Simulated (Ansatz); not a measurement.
Pressure series in BaZrO3

Take BaZrO₃ in the cubic perovskite structure (space group Pm-3m, No. 221; a = 4.227 Å) as the base.

Cell and atoms are relaxed at each pressure.

The values are results of PBE (Ansatz, a program for electronic structure; PAW; 420 eV plane waves; spin-orbit coupling left out), earlier PAW set, not measurements.

Candidates:
(a) pressure −1 GPa
(b) pressure 30 GPa
(c) pressure 50 GPa

For the base:

Band gap: 3.19 eV

Question: Order them by band gap, lowest first.

Answer: (a) pressure −1 GPa (3.17 eV), (c) pressure 50 GPa (3.44 eV), (b) pressure 30 GPa (3.49 eV)

Load acts through the strain it causes; cell and atoms are relaxed under it. Whether these cells are dynamically stable was not tested. No other phases were tried under pressure.
